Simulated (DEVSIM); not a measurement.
System: abrupt Si p-n junction, at 300 K.

```tsv
layer (left to right)	material	thickness (μm)	Nd (cm⁻³)	Na (cm⁻³)	τn (s)	τp (s)
1	Si	60.0	-	1.5e19	3.9e-6	3.9e-6
2	Si	10.0	7.8e18	-	3.9e-6	3.9e-6
```

Left contact: ohmic. Right contact: ohmic. Voltage is applied to the left contact. Recombination: SRH at mid-gap, radiative. Mobility is constant in doping.

This is a model device: material constants are rounded textbook-type values typed into the input, and sizes, dopings and lifetimes were drawn at random. Values at 300 K.

```csv
parameter,Si
gap (eV),1.124
affinity (eV),4.05
permittivity,11.7
Nc (cm⁻³),2.86e19
Nv (cm⁻³),3.1e19
μn (cm²/Vs),1417
μp (cm²/Vs),470
B (cm³/s),4.7e-15
```

DEVSIM, 1D drift-diffusion, Boltzmann statistics, complete ionisation; no tunnelling, impact ionisation, image-force lowering or self-heating.

Q: Tabulate band edges, carrier densities and field at zero bias.

A: Energies count from the Fermi level of the right contact; mesh points crowd at the junctions.

```json
[
 {"x (μm)": "0.000", "Ec (eV)": "1.105", "Ev (eV)": "-0.019", "n (cm⁻³)": "< 1e2", "p (cm⁻³)": "1.5e19", "field (V/cm)": "≈ 0"},
 {"x (μm)": "0.04823", "Ec (eV)": "1.105", "Ev (eV)": "-0.019", "n (cm⁻³)": "< 1e2", "p (cm⁻³)": "1.5e19", "field (V/cm)": "≈ 0"},
 {"x (μm)": "0.1846", "Ec (eV)": "1.105", "Ev (eV)": "-0.019", "n (cm⁻³)": "< 1e2", "p (cm⁻³)": "1.5e19", "field (V/cm)": "≈ 0"},
 {"x (μm)": "0.6036", "Ec (eV)": "1.105", "Ev (eV)": "-0.019", "n (cm⁻³)": "< 1e2", "p (cm⁻³)": "1.5e19", "field (V/cm)": "≈ 0"},
 {"x (μm)": "2.701", "Ec (eV)": "1.105", "Ev (eV)": "-0.019", "n (cm⁻³)": "< 1e2", "p (cm⁻³)": "1.5e19", "field (V/cm)": "≈ 0"},
 {"x (μm)": "7.846", "Ec (eV)": "1.105", "Ev (eV)": "-0.019", "n (cm⁻³)": "< 1e2", "p (cm⁻³)": "1.5e19", "field (V/cm)": "≈ 0"},
 {"x (μm)": "23.65", "Ec (eV)": "1.105", "Ev (eV)": "-0.019", "n (cm⁻³)": "< 1e2", "p (cm⁻³)": "1.5e19", "field (V/cm)": "≈ 0"},
 {"x (μm)": "51.19", "Ec (eV)": "1.105", "Ev (eV)": "-0.019", "n (cm⁻³)": "< 1e2", "p (cm⁻³)": "1.5e19", "field (V/cm)": "≈ 0"},
 {"x (μm)": "56.97", "Ec (eV)": "1.105", "Ev (eV)": "-0.019", "n (cm⁻³)": "< 1e2", "p (cm⁻³)": "1.5e19", "field (V/cm)": "≈ 0"},
 {"x (μm)": "59.01", "Ec (eV)": "1.105", "Ev (eV)": "-0.019", "n (cm⁻³)": "< 1e2", "p (cm⁻³)": "1.5e19", "field (V/cm)": "≈ 0"},
 {"x (μm)": "59.69", "Ec (eV)": "1.105", "Ev (eV)": "-0.019", "n (cm⁻³)": "< 1e2", "p (cm⁻³)": "1.5e19", "field (V/cm)": "≈ 0"},
 {"x (μm)": "59.94", "Ec (eV)": "1.105", "Ev (eV)": "-0.019", "n (cm⁻³)": "< 1e2", "p (cm⁻³)": "1.5e19", "field (V/cm)": "≈ 0"},
 {"x (μm)": "60.00", "Ec (eV)": "0.979", "Ev (eV)": "-0.145", "n (cm⁻³)": "1000", "p (cm⁻³)": "1.1e17", "field (V/cm)": "-690000"},
 {"x (μm)": "60.04", "Ec (eV)": "0.034", "Ev (eV)": "-1.090", "n (cm⁻³)": "7.8e18", "p (cm⁻³)": "< 1e2", "field (V/cm)": "≈ 0"},
 {"x (μm)": "60.24", "Ec (eV)": "0.034", "Ev (eV)": "-1.090", "n (cm⁻³)": "7.8e18", "p (cm⁻³)": "< 1e2", "field (V/cm)": "≈ 0"},
 {"x (μm)": "60.77", "Ec (eV)": "0.034", "Ev (eV)": "-1.090", "n (cm⁻³)": "7.8e18", "p (cm⁻³)": "< 1e2", "field (V/cm)": "≈ 0"},
 {"x (μm)": "62.35", "Ec (eV)": "0.034", "Ev (eV)": "-1.090", "n (cm⁻³)": "7.8e18", "p (cm⁻³)": "< 1e2", "field (V/cm)": "≈ 0"},
 {"x (μm)": "66.24", "Ec (eV)": "0.034", "Ev (eV)": "-1.090", "n (cm⁻³)": "7.8e18", "p (cm⁻³)": "< 1e2", "field (V/cm)": "≈ 0"},
 {"x (μm)": "69.15", "Ec (eV)": "0.034", "Ev (eV)": "-1.090", "n (cm⁻³)": "7.8e18", "p (cm⁻³)": "< 1e2", "field (V/cm)": "≈ 0"},
 {"x (μm)": "69.73", "Ec (eV)": "0.034", "Ev (eV)": "-1.090", "n (cm⁻³)": "7.8e18", "p (cm⁻³)": "< 1e2", "field (V/cm)": "≈ 0"},
 {"x (μm)": "69.92", "Ec (eV)": "0.034", "Ev (eV)": "-1.090", "n (cm⁻³)": "7.8e18", "p (cm⁻³)": "< 1e2", "field (V/cm)": "≈ 0"},
 {"x (μm)": "70.00", "Ec (eV)": "0.034", "Ev (eV)": "-1.090", "n (cm⁻³)": "7.8e18", "p (cm⁻³)": "< 1e2", "field (V/cm)": "≈ 0"}
]
```
